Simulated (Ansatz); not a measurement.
Question: Name crystals whose Seebeck coefficient, p-type 1e19 cm⁻³ lies between 440 and 690 μV/K and whose electron conductivity mass lies between 1.34 and 2.1 mₑ, by PBEsol with spin-orbit coupling, rigid bands (Ansatz, a quantum-chemistry and plane-wave program).

Answer: Many crystals can fit; among those computed here:
- LiNbO3 (R3c): 580 μV/K, 1.67 mₑ
- La2O3 (P-3m1): 552 μV/K, 1.68 mₑ
- FeS2 (Pnnm): 543 μV/K, 1.78 mₑ

Masses are for dilute carriers at 300 K, harmonic means over directions unless an axis is named. Seebeck coefficients are for the stated density at 300 K, with one relaxation time for all states and whether or not that doping can be reached.

Formula and space group known from diffraction (Crystallography Open Database), not checked to be the room-temperature form: FeS2 (Pnnm). Treated as nonmagnetic, magnetic states not searched for: FeS2 (Pnnm).
